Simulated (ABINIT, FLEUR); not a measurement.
An ABINIT input for a self-consistent single point of Be2C (Fm-3m, 3 atoms in the cell) (DFT, PBE, plane waves, norm-conserving pseudopotentials (PseudoDojo nc-sr-05 PBE standard)):

```
# Be2C, PseudoDojo nc-sr-05 PBE standard
pp_dirpath "./"
pseudos "Be.upf, C.upf"
acell 3.0688434303 3.0688434303 3.0688434303 Angstrom
rprim
        -0.0000000000    0.7071067812    0.7071067812
         0.7071067812   -0.0000000000    0.7071067812
         0.7071067812    0.7071067812   -0.0000000000
natom 3
ntypat 2
znucl 4 6
typat 1 1 2
xcart
         2.0503528452    2.0503528452    2.0503528452
         6.1510585357    6.1510585357    6.1510585357
         0.0000000000    0.0000000000    0.0000000000
ecut 44
occopt 3
tsmear 0.05 eV
nband 11
kptopt 1
ngkpt 7 7 7
nshiftk 1
shiftk 0 0 0
nstep 50
toldfe 1.0e-09
prtwf 0
prtden 0
prtvol 1
enunit 1
```

### Question
Write the same calculation as an input for FLEUR.

### Answer
This is the input that was run; spellings and numerical settings could be chosen otherwise.

Input of the input generator:

```
Be2C FLAPW
&input film=f /
-0.0000000000 4.1007056904 4.1007056904
4.1007056904 -0.0000000000 4.1007056904
4.1007056904 4.1007056904 -0.0000000000
1.0
1.0 1.0 1.0

3
4 0.2500000000 0.2500000000 0.2500000000
4 0.7500000000 0.7500000000 0.7500000000
6 0.0000000000 0.0000000000 0.0000000000

&comp jspins=1 /
&kpt div1=7 div2=7 div3=7 /
&end /
```

```xml
<?xml version="1.0" encoding="UTF-8" standalone="no"?>
<fleurInput fleurInputVersion="0.39">
   <comment>
      Be2C FLAPW                                                                                          
   </comment>
   <calculationSetup>
      <cutoffs Kmax="3.6" Gmax="12.6" GmaxXC="12.6" numbands="0"/>
      <scfLoop itmax="60" minDistance="0.00001" maxIterBroyd="40" imix="Anderson" alpha="0.05" precondParam="0.0" spinf="2.0"/>
      <coreElectrons ctail="T" frcor="F" kcrel="0" coretail_lmax="0"/>
      <xcFunctional name="pbe" relativisticCorrections="F"/>
      <magnetism jspins="1"/>
      <soc l_soc="F" theta="0.0" phi="0.0" spav="F"/>
      <expertModes spex="0" secvar="F"/>
      <geometryOptimization l_f="T" forcealpha="1.0" forcemix="BFGS" epsdisp="0.00001" epsforce="0.00001"/>
      <ldaU l_linMix="F" mixParam="0.05" spinf="1.0"/>
   </calculationSetup>
   <cell>
      <bzIntegration valenceElectrons="8.0" mode="hist" fermiSmearingEnergy="0.00183747">
         <kPointListSelection listName="default-1"/>
         <!-- k-points included here -->
         <xi:include xmlns:xi="http://www.w3.org/2001/XInclude" href="kpts.xml"> </xi:include>
      </bzIntegration>
      <!-- symmetry operations included here -->
      <xi:include xmlns:xi="http://www.w3.org/2001/XInclude" href="sym.xml"> </xi:include>
      <bulkLattice scale="1.0">
         <bravaisMatrix>
            <row-1>    0.0000000000000000     4.1007056903999999     4.1007056903999999</row-1>
            <row-2>    4.1007056903999999     0.0000000000000000     4.1007056903999999</row-2>
            <row-3>    4.1007056903999999     4.1007056903999999     0.0000000000000000</row-3>
         </bravaisMatrix>
      </bulkLattice>
   </cell>
   <atomSpecies>
      <species name="Beryllium (Be)" element="Be" atomicNumber="4">
         <mtSphere radius="1.66" gridPoints="573" logIncrement="0.017"/>
         <atomicCutoffs lmax="6" lnonsphr="4"/>
         <electronConfig flipSpins="F">
            <coreConfig>(1s1/2)</coreConfig>
            <valenceConfig>(2s1/2)</valenceConfig>
         </electronConfig>
         <energyParameters s="2" p="2" d="3" f="4"/>
      </species>
      <species name="Carbon (C)" element="C" atomicNumber="6">
         <mtSphere radius="1.66" gridPoints="573" logIncrement="0.018"/>
         <atomicCutoffs lmax="6" lnonsphr="4"/>
         <electronConfig flipSpins="F">
            <coreConfig>(1s1/2)</coreConfig>
            <valenceConfig>(2s1/2) (2p1/2) (2p3/2)</valenceConfig>
            <stateOccupation state="(2p1/2)" spinUp="0.3333333333333" spinDown="0.3333333333333"/>
            <stateOccupation state="(2p3/2)" spinUp="0.6666666666667" spinDown="0.6666666666667"/>
         </electronConfig>
         <energyParameters s="2" p="2" d="3" f="4"/>
      </species>
   </atomSpecies>
   <atomGroups>
      <atomGroup species="Beryllium (Be)">
         <relPos label="                   1">1.000/4.000 1.000/4.000 1.000/4.000</relPos>
         <relPos label="                   2">-1.000/4.000 -1.000/4.000 -1.000/4.000</relPos>
         <force calculate="T" relaxXYZ="TTT"/>
      </atomGroup>
      <atomGroup species="Carbon (C)">
         <relPos label="                   3">.0000000000 .0000000000 .0000000000</relPos>
         <force calculate="T" relaxXYZ="TTT"/>
      </atomGroup>
   </atomGroups>
   <output dos="F" band="F" slice="F">
      <checks vchk="F" cdinf="F"/>
      <bandDOS minEnergy="-.5*Htr" maxEnergy="0.5*Htr" sigma="0.015" storeEVData="T"/>
      <vacuumDOS vacdos="F" integ="F" star="F" nstars="0" locx1="0.0" locy1="0.0" locx2="0.0" locy2="0.0" nstm="0" tworkf="0.0"/>
      <unfoldingBand unfoldBand="F" supercellX="1" supercellY="1" supercellZ="1"/>
      <plotting iplot="0" polar="F">
         <plot TwoD="T" vec1="  1.0  0.0  0.0" vec2="  0.0  1.0  0.0" vec3="  0.0  0.0  1.0" zero="  0.0  0.0  0.0" file="plot"/>
      </plotting>
      <chargeDensitySlicing numkpt="0" minEigenval="0.0" maxEigenval="0.0" nnne="0" pallst="F"/>
      <specialOutput eonly="F"/>
      <magneticCircularDichroism mcd="F" energyLo="-10.0" energyUp="0.0"/>
   </output>
  <!-- We include the file relax.xml here to enable relaxations (see documentation) -->
  <xi:include xmlns:xi="http://www.w3.org/2001/XInclude" href="relax.xml"> <xi:fallback/> </xi:include>
</fleurInput>
```

Basis, cutoffs, solver keys and any potentials are the target program's own. This input uses DFT, PBE, all-electron FLAPW (FLEUR), scalar-relativistic valence. Both were run: gap on the mesh 1.409 eV in ABINIT and 1.417 in FLEUR.

On FLEUR: the starting cell has typed, rounded lattice constants, without a prior relaxation at this level. Values depend on the basis (sphere radii, cutoffs, local orbitals), which need not be converged.

On ABINIT: the starting cell has typed, rounded lattice constants, without a prior relaxation at this level.
